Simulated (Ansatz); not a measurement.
Consider BP in the rock salt structure (space group Fm-3m, No. 225; a = 4.3206 Å; a hypothetical phase, not in the database extracts checked; relaxed with 0.1 eV smearing). Axes: x, y, z lie along the cube axes.

Calculations: PBE (Ansatz, a program for electronic structure, PAW, spin-orbit coupling left out).

Perturbation: uniaxial strain ε_yy = +4.09 %, all other strain components held at zero; the atoms relax in the strained cell.

Problem. Predict the stress tensor and what it implies for the stiffness.

Solution. Stress of the strained cell less that of the base (GPa, compression positive):
```
   -5.1     0.0     0.0
    0.0    -6.8     0.0
    0.0     0.0    -5.1
```

Then −Δσ_ii/ε with ε = 0.0409 gives secant stiffness values (nonlinear terms included at this strain): C22 ≈ 167 GPa, C12 ≈ 124 GPa and C23 ≈ 124 GPa.

As a check, the harmonic strain energy −½ V₀ Δσ:ε is 8.8 meV/atom; the computed energy rise is 9.6 meV/atom.

Whether these cells are dynamically stable was not tested. All final runs are without spin polarisation.
